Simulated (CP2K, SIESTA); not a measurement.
A CP2K input for a self-consistent single point of Rb3Zn (I4/mmm, 4 atoms in the cell) (DFT LDA (Pade form), GPW, DZVP-MOLOPT-SR-GTH basis, GTH-PADE potentials (GTH_POTENTIALS)):

```
&GLOBAL
  PROJECT rb3zn
  RUN_TYPE ENERGY_FORCE
  PRINT_LEVEL LOW
&END GLOBAL
&FORCE_EVAL
  METHOD Quickstep
  STRESS_TENSOR ANALYTICAL
  &DFT
    BASIS_SET_FILE_NAME BASIS_MOLOPT
    POTENTIAL_FILE_NAME GTH_POTENTIALS
    &QS
      METHOD GPW
      EPS_DEFAULT 1E-10
    &END QS
    &MGRID
      CUTOFF 600
      REL_CUTOFF 50
      NGRIDS 5
    &END MGRID
    &SCF
      SCF_GUESS ATOMIC
      EPS_SCF 1E-6
      MAX_SCF 100
      ADDED_MOS 7
      &DIAGONALIZATION
        ALGORITHM STANDARD
      &END DIAGONALIZATION
      &MIXING
        METHOD BROYDEN_MIXING
        ALPHA 0.2
        NBUFFER 10
      &END MIXING
      &SMEAR ON
        METHOD GAUSSIAN
        SIGMA [eV] 0.272
      &END SMEAR
    &END SCF
    &KPOINTS
      SCHEME MONKHORST-PACK 5 5 5
    &END KPOINTS
    &XC
      &XC_FUNCTIONAL PADE
      &END XC_FUNCTIONAL
    &END XC
    &PRINT
      &MO
        EIGENVALUES T
        OCCUPATION_NUMBERS T
        NDIGITS 8
        FILENAME mo
        &EACH
          QS_SCF 0
        &END EACH
        ADD_LAST NUMERIC
      &END MO
      &MULLIKEN OFF
      &END MULLIKEN
    &END PRINT
  &END DFT
  &SUBSYS
    &CELL
      A 7.56738600 0.00000000 0.00000000
      B 2.56312800 7.12009200 0.00000000
      C -5.06525700 -3.56004600 4.35138800
      PERIODIC XYZ
    &END CELL
    &COORD
      SCALED
      Rb       0.75000000     0.25000000     0.50000000
      Rb       0.25000000     0.75000000     0.50000000
      Rb       0.50000000     0.50000000     0.00000000
      Zn       0.00000000     0.00000000     0.00000000
    &END COORD
    &KIND Rb
      BASIS_SET DZVP-MOLOPT-SR-GTH-q9
      POTENTIAL GTH-PADE-q9
    &END KIND
    &KIND Zn
      BASIS_SET DZVP-MOLOPT-SR-GTH-q12
      POTENTIAL GTH-PADE-q12
    &END KIND
  &END SUBSYS
  &PRINT
    &FORCES ON
    &END FORCES
    &STRESS_TENSOR ON
    &END STRESS_TENSOR
  &END PRINT
&END FORCE_EVAL
```

### Question
Translate this input to SIESTA.

### Answer
This is the input that was run; spellings and numerical settings could be chosen otherwise.

```
# files in the folder: Rb.psml Zn.psml (PseudoDojo LDA standard)
SystemName  Rb3Zn
SystemLabel Rb3Zn

NumberOfAtoms                4
NumberOfSpecies              2
%block ChemicalSpeciesLabel
  1 37 Rb
  2 30 Zn
%endblock ChemicalSpeciesLabel
LatticeConstant              1.0 Ang
%block LatticeVectors
    -3.076896000    3.076896000    6.191184000
     3.076896000   -3.076896000    6.191184000
     3.076896000    3.076896000   -6.191184000
%endblock LatticeVectors
AtomicCoordinatesFormat      Ang
%block AtomicCoordinatesAndAtomicSpecies
    -0.000000000    3.076896000    3.095592000  1
     3.076896000    0.000000000    3.095592000  1
     0.000000000    0.000000000    6.191184000  1
     0.000000000    0.000000000    0.000000000  2
%endblock AtomicCoordinatesAndAtomicSpecies

XC.functional                LDA
XC.authors                   PW92
PAO.BasisSize                DZP
PAO.EnergyShift              0.01 Ry
MeshCutoff                   400 Ry
%block kgrid.MonkhorstPack
    5   0   0  0.0
    0   5   0  0.0
    0   0   5  0.0
%endblock kgrid.MonkhorstPack
OccupationFunction           MP
OccupationMPOrder            0
ElectronicTemperature        272.0 meV

MaxSCFIterations             150
SCF.Mixer.Method             Broyden
SCF.Mixer.Weight             0.1
SCF.Mixer.History            6
SCF.DM.Tolerance             1.0E-04
Diag.ParallelOverK           true
WriteForces                  true
Charge.Mulliken              end
```

Basis settings and potentials, where a program has them, do not carry over. This input uses DFT, LDA PW92, numerical atomic orbitals DZP, PseudoDojo LDA standard norm-conserving potentials (rewritten from UPF to PSML). LDA parametrisations can differ slightly between programs. Both were run: pressure -0.53 GPa in CP2K and -0.01 in SIESTA.

On SIESTA: the starting cell comes from a database of computed structures (which also holds hypothetical and non-ambient phases and stackings), without a prior relaxation at this level. For this run, on top of that: lattice scaled by 0.98. Values carry the incompleteness of an atom-centred basis.

On CP2K: the starting cell comes from a database of computed structures (which also holds hypothetical and non-ambient phases and stackings), without a prior relaxation at this level. For this run, on top of that: lattice scaled by 0.98. Values carry the incompleteness of an atom-centred basis.
